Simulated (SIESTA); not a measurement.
Input and output of a self-consistent single point for IrOs (P1, 2 atoms in the cell) (SIESTA).

Method: GGA PBEsol, numerical atomic orbitals DZP, PseudoDojo PBEsol standard norm-conserving potentials (rewritten from UPF to PSML) (SIESTA 5.4.2).

The change in words: atoms moved at random. Reference geometry:
```xyz
2
Lattice="2.8081 0.0000 0.0000 -1.4040 2.4319 0.0000 0.0000 0.0000 4.4634" Properties=species:S:1:pos:R:3 pbc="T T T"
Os     0.0000     1.6213     0.0000
Ir     1.4040     0.8106     2.2317
```

Reference input (self-consistent single point, DFT, GGA PBEsol, numerical atomic orbitals DZP, PseudoDojo PBEsol standard norm-conserving potentials (rewritten from UPF to PSML)): XC.functional = GGA; XC.authors = PBEsol; potentials = PseudoDojo PBEsol standard; PAO.BasisSize = DZP; PAO.EnergyShift = 0.01 Ry; MeshCutoff = 400 Ry; kgrid.MonkhorstPack = 13 13 8; OccupationFunction = FD; ElectronicTemperature = 0.1 eV; MaxSCFIterations = 150; SCF.Mixer.Method = Pulay; SCF.Mixer.Weight = 0.1. This run's input differs from it in these lines:

```diff
@@ -18,4 +18,4 @@
 %block AtomicCoordinatesAndAtomicSpecies
-    -0.000003283    3.063728830    0.000000000  1
-     2.653267579    1.531862117    4.217264943  2
+    -0.081049922    3.055465958   -0.037761390  1
+     2.734314218    1.540124990    4.255026333  2
 %endblock AtomicCoordinatesAndAtomicSpecies
```

Log, with long lists cut:

```
        iscf     Eharris(eV)        E_KS(eV)     FreeEng(eV)     dDmax    Ef(eV) dHmax(eV)
   scf:    1    -5857.306494    -5866.822992    -5866.872701  1.284113 -0.347112 18.812731
   scf:    2    -5876.732105    -5873.874298    -5873.929835  0.323859 -0.745356  7.953694
   scf:    3    -5875.498319    -5874.793754    -5874.851085  0.117446 -1.087419  5.240763
   scf:    4    -5876.262713    -5875.873354    -5875.937458  0.432155 -2.239799  1.377278
   scf:    5    -5875.934019    -5875.957167    -5876.021881  0.027778 -2.245176  0.210014
   [... 4 lines left out ...]
   scf:   10    -5875.960481    -5875.960462    -5876.025371  0.000496 -2.244049  0.000675
   scf:   11    -5875.960463    -5875.960462    -5876.025371  0.000021 -2.244047  0.000405
   scf:   12    -5875.960461    -5875.960462    -5876.025371  0.000042 -2.244267  0.000079
   scf:   13    -5875.960462    -5875.960462    -5876.025371  0.000006 -2.244279  0.000094
SCF Convergence by DM+H criterion
max |DM_out - DM_in|         :     0.0000057464
max |H_out - H_in|      (eV) :     0.0000936789
SCF cycle converged after 13 iterations

Using DM_out to compute the final energy and forces

siesta: E_KS(eV) =            -5875.9605

siesta: E_KS - E_eggbox =     -5875.9605

siesta: Atomic forces (eV/Ang):
     1    0.486664    0.024900    0.457384
     2   -0.483342   -0.020370   -0.465079
   Tot    0.003321    0.004530   -0.007695
   Max    0.486664
   Res    0.386651    sqrt( Sum f_i^2 / 3N )
   Max    0.486664    constrained

Stress tensor Voigt[x,y,z,yz,xz,xy] (kbar):      306.46      309.10      276.30       -0.17       -5.83       -7.27
(Free)E + p*V (eV/cell)    -5881.6810
Target enthalpy (eV/cell)    -5876.0254

siesta: Program's energy decomposition (eV):
siesta: FreeEng =     -5876.025371

   [... lines left out ...]
siesta:     0.191276   -0.004540   -0.003637
siesta:    -0.004540    0.192927   -0.000104
siesta:    -0.003637   -0.000104    0.172450

siesta: Cell volume =         30.480094 Ang**3

siesta: Pressure (static):
siesta:                Solid            Molecule  Units
siesta:          -0.00202091         -0.00181221  Ry/Bohr**3
siesta:          -0.18555096         -0.16638901  eV/Ang**3
siesta:        -297.28541284       -266.58457616  kBar
```

The run converged in 13 iterations. Against the reference run the free energy rises by 15.3 meV/atom, the pressure goes from -30.27 to -29.73 GPa and the largest force goes from 0.000 to 0.671 eV/Å.

The starting cell comes from a database of computed structures (which also holds hypothetical and non-ambient phases and stackings), without a prior relaxation at this level. Its lattice was rescaled by a random factor within 2.5 % of one. For this run, on top of that: atoms moved at random. Spin polarisation is off. Values carry the incompleteness of an atom-centred basis. With a pressure of about -30 GPa the cell is away from its equilibrium volume at this level.

Cost on one core of a shared machine: roughly 60 s.
